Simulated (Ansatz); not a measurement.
The reference is BP in the zinc blende structure (space group F-43m, No. 216; a = 4.537 Å).

One thing is altered: the cell is scaled by 0.9527 in all directions, atoms relaxed at fixed cell.

Levels (all Ansatz, a quantum-chemistry and plane-wave program, PAW): r2SCAN (500 eV, scalar-relativistic without spin-orbit coupling); HSE06+SOC (420 eV, spin-orbit coupling included).

The geometry is relaxed with r2SCAN.

| Property | Value |
|---|---|
| r2SCAN valence-band top at Γ | 0.00, 0.00, 0.00 eV |
| r2SCAN lowest conduction level above the VBM at special points | X 1.19 eV; K 2.23 eV; U 2.23 eV; Γ 3.88 eV |

Predict the valence-band top at Γ and lowest conduction level above the VBM at special points from HSE06+SOC.

The valence-band top at Γ (three highest Kramers pairs, from the VBM) changes from 0.00, 0.00, 0.00 eV to 0.00, 0.00, -0.04 eV; the lowest conduction level above the VBM at special points becomes X 1.74 eV; K 2.77 eV; U 2.77 eV; Γ 4.57 eV (r2SCAN: X 1.19 eV; K 2.23 eV; U 2.23 eV; Γ 3.88 eV). The threefold valence maximum splits by Δso ≈ 42 meV.

Single points use the geometry relaxed with r2SCAN. HSE06 was sampled on its mesh, a few special points and the semilocal edge points, so its gap is an upper bound. The spin-orbit shifts are approximate. The levels and masses belong to the bands next to the band gap. The cells carry an imposed strain or load. No phonon test of stability was made.
